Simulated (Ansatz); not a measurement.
Structures of equal composition on the (0001) surface of 4H silicon carbide (Si plane on top): (√3x√3)R30° Al adatom at H3; (√3x√3)R30° Al adatom at T4. The slabs share one bottom face, and each structure is named by its start. These are constructed structures in small cells; real faces may alloy, dewet or reconstruct in larger ones, and not all known structures of the face are among them. Slabs of about 10 Å, Fermi-Dirac smearing of 0.025 eV. Bottom of the slabs: H caps. Relaxed from the named starts with such symmetry as they have, on meshes of like density; energies extrapolated to zero smearing; spin only where a row says so; no spin-orbit coupling, no U. Brackets mark spin-polarised runs, whose order is one that fits the cell. Where a second, spin-polarised start was run, the lower counts.

Method: PBE (plane waves to 420 eV, PAW; Ansatz, a program for electronic structure).

Rank these by energy per 1x1 cell (lowest first), as PBE gives it.

(√3x√3)R30° Al adatom at T4 (0.000 eV, gap 1.80 eV on the mesh), (√3x√3)R30° Al adatom at H3 (0.206 eV, gap 1.33 eV on the mesh)
